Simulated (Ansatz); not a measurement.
Take MgS in the rock salt structure (space group Fm-3m, No. 225) as the base.

```yaml
crystal:
  lattice:
    - [0.00000, 2.59100, 2.59100]
    - [2.59100, 0.00000, 2.59100]
    - [2.59100, 2.59100, 0.00000]
  atoms:
    - { symbol: Mg, position: [0.00000, 0.00000, 0.00000] }
    - { symbol: S, position: [0.50000, 0.50000, 0.50000] }
```

Cartesian axes are those of the cell as printed.

Level of theory: PBEsol in Ansatz (plane waves to 420 eV, PAW, no spin-orbit coupling).

For the base:

- Band gap = 2.73 eV

Perturbation: tensile biaxial strain of 2.50 % in the plane normal to [001], as in epitaxy on a mismatched substrate; the out-of-plane cell vector and the atoms relax.

Task: How does this affect the band gap?

Result: The band gap decreases by 0.234 eV to 2.49 eV.

Task: What does the calculation give for the ratio −ε⊥/ε∥ after the change?

Result: The ratio −ε⊥/ε∥ is 0.51.

No phonon test of stability was made.

Ansatz is an electronic-structure program.
